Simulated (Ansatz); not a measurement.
Take SrTiO$_{3}$ in the cubic perovskite structure (space group Pm-3m, No. 221; a = 3.8911 Å) as the base.

Levels (all Ansatz, an electronic-structure program, PAW): PBEsol (420 eV, no spin-orbit coupling); HSE06 (420 eV, without spin-orbit coupling).

The geometry is relaxed with PBEsol.

- PBEsol band gap = 1.85 eV

With HSE06 at the same geometry, the band gap rises by 1.515 eV to 3.37 eV.

Single points use the geometry relaxed with PBEsol. The hybrid gap comes from the SCF mesh plus the semilocal run's edge points and a few special points and is an upper bound. No phonon test of stability was made. All final runs are without spin polarisation. Many cubic perovskites are stable only at high temperature; tilts and polar distortions were not tested.
